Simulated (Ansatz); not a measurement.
The starting structures come from a database of crystals and need not be the phases stable at ambient conditions.

 Where the default PAW files enter, the runs use the earlier of Ansatz's two default sets.

Tunnelling through a barrier is set by its complex band structure: the current falls as exp(−2κd) with the smallest κ.

```
K3ScV2O8
1.0
    5.83392     0.00000     0.00000
   -2.91696     5.05232     0.00000
    0.00000     0.00000     7.48686
K Sc V O
3 1 2 8
Direct
  0.33333   0.66667   0.67646
  0.66667   0.33333   0.32354
  0.00000   0.00000   0.00000
  0.00000   0.00000   0.50000
  0.33333   0.66667   0.24619
  0.66667   0.33333   0.75381
  0.33333   0.66667   0.02169
  0.66667   0.33333   0.97831
  0.16955   0.33910   0.33021
  0.83045   0.66090   0.66979
  0.66090   0.83045   0.33021
  0.33910   0.16955   0.66979
  0.16955   0.83045   0.33021
  0.83045   0.16955   0.66979
```

Space group of this cell: P-3m1. The cell is taken as given; by r2SCAN its mean pressure is -5.8 GPa.

Transport runs along the normal of the first two printed cell vectors, the (001) plane of the conventional cell.

The gap is the functional's own, uncorrected, and κ follows it; spin-orbit coupling is left out. Mid-gap values are interpolated between the computed energies.

**Question.** Give the band gap and the smallest decay constant κ at mid-gap that Ansatz (an electronic-structure program) with r2SCAN yields.

**Answer.** Gap 3.28 eV on a 6×6×4 mesh; κ = 0.534 1/Å, at the zone centre.
